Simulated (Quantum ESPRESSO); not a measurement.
**One base run on MgTe₂O₅ (Pbcn, 32 atoms in the cell) and variants with one or two settings moved**

```xyz
32
Lattice="7.3381 0.0000 0.0000 0.0000 10.7465 0.0000 0.0000 0.0000 6.0049" Properties=species:S:1:pos:R:3 pbc="T T T"
Mg     0.0000     4.7460     1.5012
Mg     0.0000     6.0005     4.5036
Mg     3.6690     0.6273     4.5036
Mg     3.6690    10.1192     1.5012
Te     6.3522     1.6553     2.9512
Te     0.9859     9.0912     3.0537
Te     4.6549     3.7180     5.9536
Te     2.6832     7.0285     0.0512
Te     2.6832     3.7180     3.0537
Te     4.6549     7.0285     2.9512
Te     0.9859     1.6553     0.0512
Te     6.3522     9.0912     5.9536
O      3.6690     6.0286     1.5012
O      3.6690     4.7179     4.5036
O      0.0000    10.0912     4.5036
O      0.0000     0.6553     1.5012
O      2.5751    10.0463     3.3076
O      4.7630     0.7001     2.6973
O      1.0940     6.0734     0.3052
O      6.2441     4.6731     5.6997
O      6.2441     6.0734     2.6973
O      1.0940     4.6731     3.3076
O      4.7630    10.0463     5.6997
O      2.5751     0.7001     0.3052
O      1.3920     3.1538     1.1247
O      5.9461     7.5927     4.8802
O      2.2771     2.2195     4.1271
O      5.0610     8.5270     1.8778
O      5.0610     2.2195     4.8802
O      2.2771     8.5270     1.1247
O      5.9461     3.1538     1.8778
O      1.3920     7.5927     4.1271
```

Base run A: PBEsol, GBRV 1.5 ultrasoft (PBESOL) pseudopotentials (Quantum ESPRESSO), self-consistent single point.

Its settings: ecutwfc = 40 Ry; ecutrho = 200 Ry; occupations = fixed; potentials = {Mg: mg_pbesol_v1.4.uspp.F.UPF, Te: te_pbesol_v1.uspp.F.UPF, O: o_pbesol_v1.2.uspp.F.UPF}; K_POINTS = automatic 2 2 3 0 0 0; nbnd = 112; conv_thr = 1e-11 Ry; mixing_beta = 0.7.

The starting cell comes from a database of computed structures (which also holds hypothetical and non-ambient phases and stackings), without a prior relaxation at this level. Its lattice was rescaled by a random factor within 2.5 % of one. Spin-orbit coupling is off. In the base run, with a pressure of about 5 GPa the cell is away from its equilibrium volume at this level. In the base run, forces exceed 1 eV/Å.

ΔF is the free energy per atom less that of run A. A dash stands where there is no value to compare (another energy zero or no entropy term, no result, no spin, no clean gap, or a mesh too coarse for one). Total energies depend on the potentials, the functional and any Hubbard or dispersion term, so they are compared only between runs that share all of them.

Run A gave: pressure (GPa) 5.40; largest force (eV/Å) 1.849; gap on the mesh (eV) 2.221.

Runs:
- B: ecutwfc: 40 Ry → 24 Ry; ecutrho: 200 Ry → 120 Ry
- C: K_POINTS: automatic 2 2 3 0 0 0 → automatic 2 2 3 0 0 1
- D: K_POINTS: automatic 2 2 3 0 0 0 → automatic 2 2 2 0 0 0
- E: occupations: fixed → smearing; nbnd: 112 → default; smearing: default → cold; degauss: default → 0.0147 Ry
- F: pseudopotentials: {Mg: mg_pbesol_v1.4.uspp.F.UPF, Te: te_pbesol_v1.uspp.F.UPF, O: o_pbesol_v1.2.uspp.F.UPF} → {Mg: mg_pbe_v1.4.uspp.F.UPF, Te: te_pbe_v1.uspp.F.UPF, O: o_pbe_v1.2.uspp.F.UPF}; input_dft: default → wc [Wu-Cohen GGA]

Problem. What does run F change against A?

Solution. The pressure goes from 5.40 to 6.04 GPa, the largest force goes from 1.849 to 2.001 eV/Å and the gap on the mesh goes from 2.221 to 2.201 eV.

Problem. What does run B change against A?

Solution. The free energy goes up by 796 meV/atom, the pressure goes from 5.40 to -38.38 GPa, the largest force goes from 1.849 to 1.914 eV/Å and the gap on the mesh goes from 2.221 to 2.196 eV.

| run | ΔF (meV/atom) | pressure (GPa) | largest force (eV/Å) | gap on the mesh (eV) |
|---|---|---|---|---|
| A | 0.00 | 5.40 | 1.849 | 2.221 |
| B | 796.3 | -38.38 | 1.914 | 2.196 |
| C | -0.13 | 5.40 | 1.851 | 2.670 |
| D | 1.00 | 5.43 | 1.838 | 2.221 |
| E | 0.00 | 5.40 | 1.849 | 2.221 |
| F | – | 6.04 | 2.001 | 2.201 |
